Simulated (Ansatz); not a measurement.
1T (CdI2-type) MgI2 was calculated with PBE+SOC (plane waves, PAW; Ansatz, a quantum-chemistry and plane-wave program).

Run with plane-wave cutoff 520 eV, 12×12×6 k mesh (along the axes of the cell as run), Fermi–Dirac smearing 0.01 eV, PAW data made under PBE.

Cell (measured lattice):

```xyz
3
Lattice="-2.0768 -3.5972 0.0000 -2.0768 3.5972 0.0000 0.0000 0.0000 -6.8620" Properties=species:S:1:pos:R:3 pbc="T T T"
Mg     0.0000     0.0000     0.0000
I     -2.0768     1.1991    -1.6631
I     -2.0768    -1.1991    -5.1989
```

Estimate the band gap and smallest direct gap on the k points sampled that the calculation returns.


- band gap: 3.16 eV (indirect)
- smallest direct gap on the k points sampled: 3.38 eV

Note: cell and atoms aren't relaxed at this level (largest force component 0.05 eV/Å, pressure 1.3 GPa).

Computing time: very roughly 5 core-minutes.
